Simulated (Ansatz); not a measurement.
Results of r²SCAN (Ansatz, a first-principles code, PAW) for CaO (model structure, F-43m, No. 216, 2 atoms in the cell).

Run with plane-wave cutoff 560 eV, 12×12×12 k mesh, Fermi–Dirac smearing 0.01 eV, scalar-relativistic PAW data made under PBE.

Cell (relaxed with PBEsol):

CaO is modelled in the cubic space group F-43m (No. 216), the zinc blende structure, Pearson symbol cF8. Conventional cell: a = 5.1798 Å, b = 5.1798 Å, c = 5.1798 Å, α = 90.00°, β = 90.00°, γ = 90.00°. Ca on 4a has 4 O at 2.243 Å (tetrahedral). O on 4d is surrounded by 4 Ca at 2.243 Å (tetrahedral). (Neighbours: up to the widest gap in distance over summed covalent radii, below 1.35, at either atom; cation-cation and far metal-metal contacts left out.)
(The calculation used a cell of 2 atoms; values per cell refer to that cell.)

Task: Predict the band gap and smallest direct gap on the k points sampled.

Result: 
band gap: 3.83 eV (indirect)
smallest direct gap on the k points sampled: 4.48 eV

Note: the relaxation could raise the start's symmetry but not lower it, so the cell can be a saddle point; cell and atoms aren't relaxed at this level (pressure 1.6 GPa).

Static lattice: no zero-point or thermal effects.

It cost very roughly 13 core-seconds of CPU time.

A model structure was made by putting elements into a prototype or built by hand; it is no filed structure, need not be a known phase, and can be a saddle point held by its symmetry.
